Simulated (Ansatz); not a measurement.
For InSb (model structure, started from the BN type, Pm-3n, No. 223, 12 atoms in the cell), PBE (Ansatz, a program for electronic structure, PAW) gives:

```
Property                  Result
------------------  ------------
lattice constant a       8.180 Å
cohesive energy     2.51 eV/atom
```

Task: What does r²SCAN+rVV10 (Ansatz, plane waves, PAW) give for the same quantities?

Result: 
- lattice constant a: 8.050 Å (decreases by 1.6 %)
- cohesive energy: 2.73 eV/atom (goes up by 0.22 eV/atom)

Changes are worked out from the printed values.

Unless a cell is named, each level is at its own relaxed cell (PBE 45.61, r²SCAN+rVV10 43.47 Å³/atom).

Levels without +SOC leave out spin–orbit coupling, which shifts energies and cells of such heavy elements.

Ansatz's density-functional and Hartree–Fock values are scalar-relativistic unless marked +SOC, with PAW data made under PBE.

A model structure was made by putting elements into a prototype or built by hand; it is no filed structure, need not be a known phase, and can be a saddle point held by its symmetry.
